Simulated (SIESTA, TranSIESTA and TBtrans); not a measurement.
Run with TranSIESTA and TBtrans (open boundaries, self-consistent; PseudoDojo norm-conserving potentials, scalar-relativistic): Spin polarized, PAO.BasisSize DZP, PAO.EnergyShift 0.15 eV, XC.Authors PBE, Mesh.Cutoff 200 Ry, ElectronicTemperature 300 K, TS.Voltage 0.0 eV, TBT.Elecs.Eta 0.001 eV.

System: Ir chain with a O atom beside one bond. Leads: straight Ir chain, spacing 2.3 Å. Geometry: as built, not relaxed.

### Question
Give the largest eigenchannel transmissions at the Fermi level (four at most) and the total.

### Answer
Up: 1.00, 0.86, 0.85, 0.026 (total 2.74); down: 1.00, 0.94, 0.90, 0.81 (total 4.32). The magnetic order of the leads was set by the start, and no other order was tried; the separate lead runs end at 0.77 (left) and 0.77 (right) μB an atom. The straight chain is held at its spacing; free chains may zigzag or dimerise. Spin-orbit coupling, left out here, matters for the heavy atoms.
